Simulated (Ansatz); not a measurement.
## Several settings converged on LaRu2 (R3m, 6 atoms in the cell)

```xyz
6
Lattice="0.0000 3.8518 3.8518 3.8518 0.0000 3.8518 3.8518 3.8518 0.0000" Properties=species:S:1:pos:R:3 pbc="T T T"
La     1.9547     1.9547     1.9547
La     0.0000     0.0000     0.0000
Ru     2.8888     2.8888     4.8147
Ru     2.8888     4.8147     2.8888
Ru     4.8147     4.8147     4.8147
Ru     4.8147     2.8888     2.8888
```

Base method: PBEsol, default PAW files made with PBE (plane waves; Ansatz, a quantum-chemistry and plane-wave program).

Base settings: basis.ecutwfc = 30.9 Ry; kpoints.mp_grid.grid = 4 4 4; hamiltonian.xc = pbesol; hamiltonian.pseudopotentials = {kind: paw} (the program's default PAW files); scf.occupations.method = gaussian; scf.occupations.width = 0.0073 Ry.

The count of work is k-points × plane waves × bands × iterations; it is no time. Core times come from one kind of shared machine, to one figure; runs under 30 s give none.

**The cutoff for other potential files**

Level: DFT, PBEsol, plane waves, harder PAW files (source: ansatz) made with PBE.

In this ladder: hamiltonian.pseudopotentials = {kind: paw, source: ansatz}.

The second cell is the first with its lattice scaled by 0.98.

The mesh stays at the base's, so the ladder's end is converged at best in this setting alone.

The first pressure column holds Ansatz's estimate of the finite-basis (Pulay) stress, which hides part of the cutoff error; the other is without it.

Only quantities that move along the ladder and can be compared are tabulated.

| basis.ecutwfc | free energy less the last step's (meV/atom) | energy of the compressed cell less the first (meV/atom) | pressure (GPa) | pressure without the Pulay estimate (GPa) | largest difference of a force vector from the last step's (eV/Å) | count of work / last | core time / last (rough) |
|---|---|---|---|---|---|---|---|
| 21.7 Ry | 8432.08 | -74.06 | -17.87 | -252.48 | 0.051 | 0.11 | – |
| 26.8 Ry | 2357.16 | 40.50 | -2.76 | -101.04 | 0.023 | 0.15 | – |
| 33.8 Ry | 296.61 | -16.99 | -6.35 | -24.29 | 0.002 | 0.23 | – |
| 41.2 Ry | 20.09 | -11.76 | -5.93 | -7.87 | 0.000 | 0.28 | – |
| 48.5 Ry | 1.60 | -11.30 | -5.94 | -5.99 | 0.000 | 0.36 | 0.3 |
| 58.1 Ry | 1.14 | -11.30 | -5.94 | -5.95 | 0.000 | 0.47 | 0.4 |
| 72.8 Ry | 0.76 | -11.30 | -5.94 | -5.95 | 0.000 | 0.65 | 0.6 |
| 97 Ry | 0.00 | -11.29 | -5.94 | -5.94 | 0.000 | 1.0 | 1 |

Coarsest basis.ecutwfc that holds the free energy within 5 meV/atom of the last step, with all finer ones: 48.5 Ry, at 0.36 of the last step's count of work and about 0.3 of the last step's time; the step before is off by 20 meV/atom.

Coarsest basis.ecutwfc that holds the energy of the compressed cell less the first within 2 meV/atom of the last step, with all finer ones: 41.2 Ry, at 0.28 of the last step's count of work; the step before is off by 5.7 meV/atom.

Coarsest basis.ecutwfc that holds the forces within 0.005 eV/Å of the last step, with all finer ones: 33.8 Ry, at 0.23 of the last step's count of work; the step before is off by 0.023 eV/Å.

The energy difference between the two cells stays within 1 meV/atom of the last step's from 41.2 Ry on, the total only from 72.8 Ry on: much of the error is common to both cells and cancels.

At the lowest cutoff the pressure without the Pulay estimate lies 247 GPa under the last step's, the usual sign of Pulay stress in an incomplete plane-wave basis.

**The relaxed cell against the cutoff**

On LaRu2 (Fd-3m, 6 atoms in the cell): atoms on their sites.

In this ladder: relax = cell and atoms.

The mesh stays at the base's, so the ladder's end is converged at best in this setting alone.

Only quantities that move along the ladder and can be compared are tabulated.

```csv
basis.ecutwfc,relaxed volume (Å³/atom),relaxation steps
18.4 Ry,18.416,14
21.7 Ry,18.275,12
26.1 Ry,18.271,7
30.9 Ry,18.272,5
37.1 Ry,18.273,5
46.3 Ry,18.272,5
61.7 Ry,18.272,5
```

Coarsest basis.ecutwfc that holds the relaxed volume within 0.018 Å³/atom of the last step, with all finer ones: 21.7 Ry; the step before is off by 0.14 Å³/atom.

At the lowest cutoff the cell relaxes to a volume 0.8 % larger than at the highest. Ansatz relaxes on a stress corrected for the finite basis.

On the base run: the starting cell comes from a database of computed structures (which also holds hypothetical and non-ambient phases and stackings), without a prior relaxation at this level. Its lattice was rescaled by up to half a per cent. One atom was moved a little off its site on purpose. Spin polarisation is off.

Left out of this page: 1 run of the series failed or unconverged.

Keys are those of Ansatz 0.2.
